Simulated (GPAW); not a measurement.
GPAW run on TlCl (Fm-3m, 2 atoms in the cell): self-consistent single point.

Method: LDA (Perdew-Wang 92), GPAW PAW datasets LDA (gpaw-data 1.0.1) (plane waves; GPAW 25.7.0).

```
TlCl
1.0
    0.00000     3.21955     3.21955
    3.21955     0.00000     3.21955
    3.21955     3.21955     0.00000
Tl Cl
1 1
Direct
  0.00000   0.00000   0.00000
  0.50000   0.50000   0.50000
```

Reference input (self-consistent single point, DFT LDA (Perdew-Wang 92), plane waves, GPAW PAW datasets LDA (gpaw-data 1.0.1)): mode = pw; ecut = 550 eV; xc = LDA; kpts = 5 5 5; mesh shift (steps) = 0 0 0; occupations.name = fermi-dirac; occupations.width = 0.01 eV; nbands = -4; convergence.forces = 0.001 eV/Å; convergence.bands = -2; symmetry.symmorphic = false; symmetry.tolerance = 0.0005. This run's input differs from it in these lines:

```diff
@@ -14,3 +14,3 @@
             xc='LDA',
-            kpts=(5, 5, 5),
+            kpts=(3, 3, 3),
             occupations={'name': 'fermi-dirac', 'width': 0.01},
```

Log, with long lists cut:

```
     iter     time        total  log10-change:
                         energy   eigst   dens  force
iter:   1 --:--:--    -7.472821   -0.17
iter:   2 --:--:--    -7.411583   -1.12  -1.32
iter:   3 --:--:--    -7.214035   -1.70  -1.36
iter:   4 --:--:--    -7.198611   -2.12  -1.63
iter:   5 --:--:--    -7.189804   -3.21  -1.79
iter:   6 --:--:--    -7.189981c  -3.52  -2.40
iter:   7 --:--:--    -7.189327c  -4.30  -2.56
iter:   8 --:--:--    -7.189394c  -4.77  -2.74
iter:   9 --:--:--    -7.189375c  -6.06  -3.61
iter:  10 --:--:--    -7.189371c  -6.03  -3.76
iter:  11 --:--:--    -7.189373c  -6.17  -3.82
iter:  12 --:--:--    -7.189372c  -7.26  -4.32c
iter:  13 --:--:--    -7.189371c  -6.48  -4.50c
iter:  14 --:--:--    -7.189371c  -7.18  -4.46c
iter:  15 --:--:--    -7.189371c  -8.57c -4.75c
iter:  16 --:--:--    -7.189371c  -8.78c -5.03c -22.13c
Converged after 16 iterations.

Dipole moment: (0.000000, -0.000000, 0.000000) |e|*Ang

Energy contributions relative to reference atoms: (reference = -562266.967151)

Kinetic:         +6.464887
Potential:       -8.011143
External:        +0.000000
XC:              -5.706773
Entropy (-ST):   -0.000000
Local:           +0.063657
SIC:             +0.000000
--------------------------
Free energy:     -7.189371
Extrapolated:    -7.189371

Showing only first 2 kpts
 Kpt  Band  Eigenvalues  Occupancy
  0     8     -0.10100    2.00000
  0     9     -0.10100    2.00000
  0    10      8.43602    0.00000
  0    11      8.43602    0.00000

  1     8     -0.18678    2.00000
  1     9      0.77763    2.00000
  1    10      5.27994    0.00000
  1    11      6.50368    0.00000

Fermi level: 2.73250

Gap: 3.573 eV
Transition (v -> c):
  (s=0, k=3, n=9, [0.33, 0.33, 0.33]) -> (s=0, k=3, n=10, [0.33, 0.33, 0.33])
No difference between direct/indirect transitions
Energy (eV): -7.189371

Forces in eV/Ang:
  0 Tl    0.00000   -0.00000    0.00000
  1 Cl   -0.00000    0.00000    0.00000

Stress tensor:
     0.019311     0.000000    -0.000000
     0.000000     0.019311    -0.000000
    -0.000000    -0.000000     0.019311
Stress (GPa, Voigt): [ 3.0939  3.0939  3.0939 -0.     -0.      0.    ]
```

The run converged in 16 iterations. GPAW prints stress with tension positive. Against the reference run the free energy falls by 14.3 meV/atom, the pressure goes from -2.75 to -3.09 GPa and the gap on the mesh goes from 2.715 to 3.573 eV.

The starting cell comes from a database of computed structures (which also holds hypothetical and non-ambient phases and stackings), without a prior relaxation at this level. Spin-orbit coupling is off. With a pressure of about -3 GPa the cell is away from its equilibrium volume at this level. Another mesh or the band path of this cell gives a smaller gap, so this value is not converged in the mesh.
